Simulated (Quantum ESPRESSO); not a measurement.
Troubleshooting Quantum ESPRESSO: a failed run on YSeF (P1, 24 atoms in the cell). The aim is a self-consistent single point with DFT, PBEsol, plane waves, GBRV 1.5 ultrasoft (PBESOL) pseudopotentials.

Cell that was meant: a = 9.9804 Å, b = 4.0943 Å, c = 13.0686 Å, α = 90.00°, β = 105.06°, γ = 90.00°.

Part of the input:

```fortran
&control
   calculation = 'sfc'
   prefix = 'pwscf'
   outdir = './out'
   pseudo_dir = './'
```

Output, abridged:

```
     This program is part of the open-source Quantum ESPRESSO suite
     for quantum simulation of materials; please cite

 %%%%%%%%%%%%%%%%%%%%%%%%%%%%%%%%%%%%%%%%%%%%%%%%%%%%%%%%%%%%%%%%%%%%%%%%%%%%%%
     Error in routine  control_checkin (1):
      calculation "sfc" not allowed
 %%%%%%%%%%%%%%%%%%%%%%%%%%%%%%%%%%%%%%%%%%%%%%%%%%%%%%%%%%%%%%%%%%%%%%%%%%%%%%

     stopping ...
```

Task: From the messages shown, name the fault and mend the input.

Result: The fault is a value that the program does not know. The key takes a closed list of words, and names differ between codes. To fix it, use one of the words that the key accepts. The program stopped before any SCF iteration.

The sound input it was made from differs as follows (other fixes are possible):
```diff
-   calculation = 'sfc'
+   calculation = 'scf'
```

With that input, the run converged in 19 iterations: free energy E − TS -20130.1404 eV; top of the valence band (on the code's own zero) 6.74 eV; gap on the k-point mesh 2.04 eV; pressure -1.22 GPa; largest force (vector length) 1.540 eV/Å (DFT, PBEsol, plane waves, GBRV 1.5 ultrasoft (PBESOL) pseudopotentials).

On the sound input: the starting cell comes from a database of computed structures (which also holds hypothetical and non-ambient phases and stackings), without a prior relaxation at this level. Its atoms were displaced at random from the sites of space group no. 11. Forces in this geometry exceed 1 eV/Å.
